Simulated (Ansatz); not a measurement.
# ZnS, response to strain

The reference is ZnS in the wurtzite structure (space group P6_3mc, No. 186; a = 3.807 Å, c = 6.246 Å). Axes: x lies along a and z along c of the hexagonal cell.

Strains are applied to the cell and any free atomic positions relax; under biaxial strain the out-of-plane vector relaxes too; under stress the whole cell relaxes.

Method: r2SCAN (Ansatz, a quantum-chemistry and plane-wave program), no spin-orbit coupling, earlier PAW set.

| change | width of the top valence band | band gap | electron mass |
|---|---|---|---|
| base | 2.18 eV | 2.77 eV | 0.18 mₑ along c, 0.21 mₑ across (at Γ) |
| biaxial strain −1.02 %, plane normal [001], relaxed out of plane | 2.27 eV | 2.78 eV | 0.17 mₑ out of plane, 0.21 mₑ in plane (at Γ) |
| biaxial strain +3.88 %, plane normal [001], relaxed out of plane | 2.01 eV | 2.46 eV | 0.19 mₑ (at Γ) |
| isotropic strain −0.85 % | 2.27 eV | 2.89 eV | 0.18 mₑ along c, 0.21 mₑ across (at Γ) |
| uniaxial stress, 2 GPa compression along z | 2.17 eV | 2.85 eV | 0.19 mₑ along z, 0.20 mₑ across (at Γ) |

Effective masses come from finite differences of ±0.01 Å⁻¹. Gaps are read on the SCF mesh and a high-symmetry path. Beyond what the load breaks, stability against distortions was not tested.
